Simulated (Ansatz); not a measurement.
System: Si (model structure, started from the Ge type, P4₃2₁2, No. 96, 12 atoms in the cell). Method: r²SCAN+rVV10 in Ansatz (PAW).

Run with plane-wave cutoff 560 eV, 6×6×6 k mesh, Fermi–Dirac smearing 0.01 eV, scalar-relativistic PAW data made under PBE.

Cell (relaxed at this level):

```
Si
1.0
    5.66205     0.00000     0.00000
    0.00000     5.66205     0.00000
    0.00000     0.00000     6.82136
Si
12
Direct
  0.07995   0.07995   0.00000
  0.42005   0.57995   0.75000
  0.92005   0.92005   0.50000
  0.57995   0.42005   0.25000
  0.16521   0.37313   0.23809
  0.12687   0.66521   0.98809
  0.83479   0.62687   0.73809
  0.87313   0.33479   0.48809
  0.66521   0.12687   0.01191
  0.62687   0.83479   0.26191
  0.33479   0.87313   0.51191
  0.37313   0.16521   0.76191
```

Task: Estimate the band gap that the calculation returns.

Result: 
- band gap: 1.41 eV (on the SCF k mesh)

Note: the relaxation could raise the start's symmetry but not lower it, so the cell can be a saddle point.

The result took about 4 core-minutes (a rough figure).

A model structure was made by putting elements into a prototype or built by hand; it is no filed structure, need not be a known phase, and can be a saddle point held by its symmetry.

Ansatz is a first-principles code.
